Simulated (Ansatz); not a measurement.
Base system: Ta in the bcc (W type) structure (space group Im-3m, No. 229; a = 3.2541 Å; relaxed with 0.1 eV smearing). Axes: x, y, z lie along the cube axes.

Computed with LDA (Ansatz, a first-principles code), no SOC.

It is then changed as follows: the cell is scaled by 1.0150 in all directions, atoms relaxed at fixed cell.

Q: Predict the stress tensor and what it implies for the stiffness.

A: Stress of the strained cell less that of the base (GPa, compression positive):
```
   -8.9     0.0     0.0
    0.0    -8.9     0.0
    0.0     0.0    -8.9
```

Then B = −ΔP/(ΔV/V₀) with ΔV/V₀ = 0.0457 gives secant stiffness values (nonlinear terms included at this strain): B ≈ 195 GPa.

As a check, the harmonic strain energy −½ V₀ Δσ:ε is 22 meV/atom; the computed energy rise is 23 meV/atom.

Stability against distortions was not tested. All final runs are without spin polarisation.
